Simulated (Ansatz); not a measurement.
The structure below was relaxed with PBEsol in Ansatz (plane waves to 420 eV, PAW, no spin-orbit coupling), at pressure −2 GPa.

Space group Fm-3m (No. 225); a = b = c = 4.2325 Å, α = β = γ = 90.00°

```tsv
atom	site	symmetry	x	y	z
Mg	4a	m-3m	0.0000	0.0000	0.0000
O	4b	m-3m	0.5000	0.5000	0.5000
```

Question: Write out a cell with all atoms.

Answer: 
```xyz
8
Lattice="4.2325 0.0000 0.0000 0.0000 4.2325 0.0000 0.0000 0.0000 4.2325" Properties=species:S:1:pos:R:3 pbc="T T T"
Mg     0.0000     0.0000     0.0000
O      2.1162     0.0000     0.0000
Mg     0.0000     2.1162     2.1162
O      2.1162     2.1162     2.1162
Mg     2.1162     0.0000     2.1162
O      0.0000     0.0000     2.1162
Mg     2.1162     2.1162     0.0000
O      0.0000     2.1162     0.0000
```
This is the conventional cell.

Load acts through the strain it causes; cell and atoms are relaxed under it. Stability against distortions was not tested. The cell was made from MgO in the rock salt structure (space group Fm-3m, No. 225) by this change: pressure −2 GPa.

Ansatz is a program for electronic structure.
